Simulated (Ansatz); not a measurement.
Consider the following.

```yaml
crystal:
  lattice:
    - [4.15230, 0.00000, 0.00000]
    - [2.07615, 3.59600, 0.00000]
    - [2.07615, -1.19867, 3.54767]
  atoms:
    - { symbol: Cu, position: [0.99276, 0.00362, 0.01087] }
    - { symbol: I, position: [0.50724, 0.24638, 0.73913] }
```

No spin polarisation.

Calculations: Kohn–Sham DFT with the r2SCAN functional, run in Ansatz (a quantum-chemistry and plane-wave program) with PAW and 500 eV plane waves, spin-orbit coupling left out. k-mesh 10×10×10 (Γ-centred); smearing 0.05 eV (Fermi–Dirac).

**Question.** Predict the electron mass, gap character and in-plane stress.

**Answer.** The electron mass is 0.15 mₑ out of plane, 0.20 mₑ in plane (at Γ) and the gap character is direct at Γ. The mean in-plane stress (compression positive) is +2.1 GPa.

With I present, leaving out spin-orbit coupling can change the band edges. The cells carry an imposed strain or load. Effective masses come from finite differences of ±0.01 Å⁻¹. Whether these cells are dynamically stable was not tested. All final runs are without spin polarisation. The cell was made from CuI in the zinc blende structure (space group F-43m, No. 216) by this change: biaxial strain −2.50 %, plane normal [111], relaxed out of plane.
